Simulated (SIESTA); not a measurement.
Input and output of a self-consistent single point for Nb3Sn (Pm-3n, 8 atoms in the cell) (SIESTA).

Method: LDA PW92, numerical atomic orbitals DZP, PseudoDojo LDA standard norm-conserving potentials (rewritten from UPF to PSML) run with SIESTA.

```yaml
crystal:
  lattice:
    - [5.40017, 0.00000, 0.00000]
    - [0.00000, 5.40017, 0.00000]
    - [0.00000, 0.00000, 5.40017]
  atoms:
    - { symbol: Nb, position: [0.25000, 0.00000, 0.50000] }
    - { symbol: Nb, position: [0.75000, 0.00000, 0.50000] }
    - { symbol: Nb, position: [0.50000, 0.75000, 0.00000] }
    - { symbol: Nb, position: [0.50000, 0.25000, 0.00000] }
    - { symbol: Nb, position: [0.00000, 0.50000, 0.75000] }
    - { symbol: Nb, position: [0.00000, 0.50000, 0.25000] }
    - { symbol: Sn, position: [0.00000, 0.00000, 0.00000] }
    - { symbol: Sn, position: [0.50000, 0.50000, 0.50000] }
```

Reference input (self-consistent single point, DFT, GGA PBE, numerical atomic orbitals DZP, PseudoDojo PBE standard norm-conserving potentials (rewritten from UPF to PSML)): XC.functional = GGA; XC.authors = PBE; potentials = PseudoDojo PBE standard; PAO.BasisSize = DZP; PAO.EnergyShift = 0.01 Ry; MeshCutoff = 350 Ry; kgrid.MonkhorstPack = 5 5 5; OccupationFunction = MP; OccupationMPOrder = 0; ElectronicTemperature = 1160.45 K; MaxSCFIterations = 150; SCF.Mixer.Method = Pulay. This run's input differs from it in these lines:

```diff
@@ -1,2 +1,2 @@
-# files in the folder: Nb.psml Sn.psml (PseudoDojo PBE standard)
+# files in the folder: Nb.psml Sn.psml (PseudoDojo LDA standard)
 SystemName  Nb3Sn
@@ -28,4 +28,4 @@
 
-XC.functional                GGA
-XC.authors                   PBE
+XC.functional                LDA
+XC.authors                   PW92
 PAO.BasisSize                DZP
```

Output, abridged:

```
        iscf     Eharris(eV)        E_KS(eV)     FreeEng(eV)     dDmax    Ef(eV) dHmax(eV)
   scf:    1   -14406.970405   -14440.418064   -14440.483726  1.193886 -3.083246  7.526393
   scf:    2   -14447.523502   -14444.100745   -14444.172046  0.066685 -3.313154  5.965815
   scf:    3   -14452.669844   -14449.957738   -14450.050392  0.187764 -4.121188  2.676916
   scf:    4   -14450.065560   -14450.160903   -14450.250195  0.115936 -4.080144  0.904813
   scf:    5   -14450.404664   -14450.330058   -14450.420801  0.032427 -4.211003  0.036006
   [... 2 lines left out ...]
   scf:    8   -14450.330528   -14450.330193   -14450.421322  0.004342 -4.227135  0.009594
   scf:    9   -14450.330213   -14450.330205   -14450.421338  0.000194 -4.228200  0.004039
   scf:   10   -14450.330212   -14450.330209   -14450.421341  0.000102 -4.228534  0.001919
   scf:   11   -14450.330210   -14450.330209   -14450.421341  0.000091 -4.228808  0.000157
SCF Convergence by DM+H criterion
max |DM_out - DM_in|         :     0.0000910878
max |H_out - H_in|      (eV) :     0.0001570081
SCF cycle converged after 11 iterations

Using DM_out to compute the final energy and forces

siesta: E_KS(eV) =           -14450.3302

siesta: E_KS - E_eggbox =    -14450.3302

siesta: Atomic forces (eV/Ang):
     1    0.000000   -0.000000    0.000000
     2   -0.000000   -0.000000    0.000000
     3   -0.000000    0.000000   -0.000000
     4   -0.000000   -0.000000   -0.000000
     5    0.000000    0.000000   -0.000000
     6    0.000000    0.000000    0.000000
     7    0.000000   -0.000000   -0.000000
     8   -0.000000    0.000000    0.000000
   Tot    0.000000    0.000000   -0.000000
   Max    0.000000
   Res    0.000000    sqrt( Sum f_i^2 / 3N )
   Max    0.000000    constrained

   [... lines left out ...]
siesta: FreeEng =    -14450.421341
siesta: Cell volume =        157.478785 Ang**3
siesta:        -155.35190246       -155.35190237  kBar
   [... lines left out ...]

              0.191   0.159

mulliken: Qtot =      106.000

Mulliken Atomic Populations:
Atom #   charge [q] valence [e]  Species
     1     0.054269   12.945731  Nb
     2     0.054269   12.945731  Nb
     3     0.054269   12.945731  Nb
     4     0.054269   12.945731  Nb
     5     0.054269   12.945731  Nb
     6     0.054269   12.945731  Nb
     7    -0.162808   14.162808  Sn
     8    -0.162808   14.162808  Sn
 Total     0.000000
```

The run converged in 11 iterations. Against the reference run the pressure goes from -7.17 to -15.54 GPa.

The starting cell comes from a database of computed structures (which also holds hypothetical and non-ambient phases and stackings), without a prior relaxation at this level. Its lattice was rescaled by a random factor within 2.5 % of one. Spin polarisation is off. Values carry the incompleteness of an atom-centred basis. With a pressure of about -16 GPa the cell is away from its equilibrium volume at this level.

Cost on one core of a shared machine: roughly 80 s.
